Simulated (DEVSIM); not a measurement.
System: Co/SiO2/n-Si capacitor, at 300 K.

```tsv
layer (left to right)	material	thickness (nm)	Nd (cm⁻³)
1	SiO2	35.0	-
2	Si	2400	5.5e16
```

Metal gate on the left, work function 5 eV. Fixed charge at the semiconductor interface 1.8e10 cm⁻² (in units of +e); no interface traps.

This is a model device: material constants are rounded textbook-type values typed into the input, and sizes, dopings and lifetimes were drawn at random. Values at 300 K.

```tsv
parameter	SiO2	Si
gap (eV)	9	1.124
affinity (eV)	0.9	4.05
permittivity	3.9	11.7
Nc (cm⁻³)	-	2.86e19
Nv (cm⁻³)	-	3.1e19
```

Simulated with DEVSIM: 1D Poisson equation in equilibrium, Boltzmann statistics, complete ionisation; no quantum confinement or tunnelling. Metal contacts follow the ideal Schottky-Mott rule: no Fermi-level pinning, no interface dipoles.

Base results: capacitance of the dielectric stack (μF/cm²) 0.0987; flat-band voltage (V) 0.76; minimum of the low-frequency capacitance (μF/cm²) 0.0457.

What follows from this one change: substrate doping 5.5e+16 → 1.1e+17 cm^-3?

capacitance of the dielectric stack little changed (0.0987 μF/cm²); flat-band voltage 0.76 → 0.78 V; minimum of the low-frequency capacitance 0.0457 → 0.0533 μF/cm².

What follows from this one change: interface trap density 0 → 3e+11 cm^-2 eV^-1?

capacitance of the dielectric stack little changed (0.0987 μF/cm²); flat-band voltage 0.76 → 1.06 V; minimum of the low-frequency capacitance 0.0457 → 0.0567 μF/cm².

What follows from this one change: SiO2 thickness 0.035 → 0.025 μm?

capacitance of the dielectric stack 0.0987 → 0.138 μF/cm²; flat-band voltage little changed (0.77 V); minimum of the low-frequency capacitance 0.0457 → 0.0537 μF/cm².

What follows from this one change: fixed charge 1.8e+10 → -2.22e+11 cm^-2?

capacitance of the dielectric stack little changed (0.0987 μF/cm²); flat-band voltage 0.76 → 1.15 V; minimum of the low-frequency capacitance little changed (0.0458 μF/cm²).

What follows from this one change: gate work function 5 → 4.85 eV?

capacitance of the dielectric stack little changed (0.0987 μF/cm²); flat-band voltage 0.76 → 0.61 V; minimum of the low-frequency capacitance little changed (0.0454 μF/cm²).
